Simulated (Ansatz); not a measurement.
Partial pair distribution functions of a relaxed model of amorphous Ti$_{10}$Al$_{12}$O$_{38}$, broadened by 0.06 Å; density 3.20 g/cm³. Computed with PBE, scalar-relativistic without spin-orbit coupling (plane waves to 420 eV, PAW; Ansatz, a program for electronic structure).

Preparation: random packing, a CHGNet melt and quench, and a DFT relaxation. O atoms were pushed apart under 1.9 Å during the dynamics, to hinder bonds among them. The hot cell started wider than the set density and was brought back towards it in steps. It is the lowest in DFT energy of 2 quenches. It is a model cell: composition and starting density were chosen by hand, and all elements were melted together. No dispersion term was used. Its density started from a set value of 3.20 and ended at 3.20 g/cm³. Cooling (nominally 280 K/ps over its main leg) ran many orders faster than in experiment, which tends to leave more defects and strain. One small periodic cell is one sample of the glass; other quenches scatter about these values. The volume was held where the preparation left it, at a PBE pressure of -2.1 GPa (tension). Stress components on the final sampling reach 4.1 GPa.

```tsv
r (Å)	g Al-O	g Ti-O	g Ti-Ti	g Al-Al
1.50	0.00	0.00	0.00	0.00
1.60	0.16	0.13	0.00	0.00
1.70	3.65	2.08	0.00	0.00
1.80	8.73	4.26	0.00	0.00
1.90	5.01	5.63	0.00	0.00
2.00	2.24	4.63	0.00	0.00
2.10	0.62	2.26	0.00	0.00
2.20	0.21	1.00	0.00	0.00
2.30	0.03	0.27	0.00	0.00
2.40	0.00	0.18	0.00	0.00
2.50	0.00	0.05	0.00	0.20
2.60	0.00	0.01	0.00	0.88
2.70	0.00	0.13	0.02	1.29
2.80	0.01	0.24	0.47	0.92
2.90	0.20	0.12	1.16	0.11
3.00	0.59	0.40	1.28	0.94
3.10	0.60	0.39	1.71	2.38
3.20	0.71	0.38	0.88	3.01
3.30	0.87	0.38	0.74	2.67
3.40	0.71	0.60	1.28	1.88
3.50	0.69	0.88	2.12	1.12
3.60	1.23	0.88	1.26	0.60
3.70	1.22	1.27	0.83	0.66
3.80	1.36	1.40	0.83	0.22
3.90	1.66	1.37	0.21	0.35
4.00	1.24	1.19	1.10	0.07
4.10	1.09	1.09	0.91	0.00
4.20	1.72	1.36	0.78	0.15
4.30	1.45	1.88	0.48	0.80
4.40	1.20	2.24	0.39	0.87
4.50	1.29	1.56	1.53	0.80
```

Within 2.32 Å each Al has 4.58 O neighbours on average.
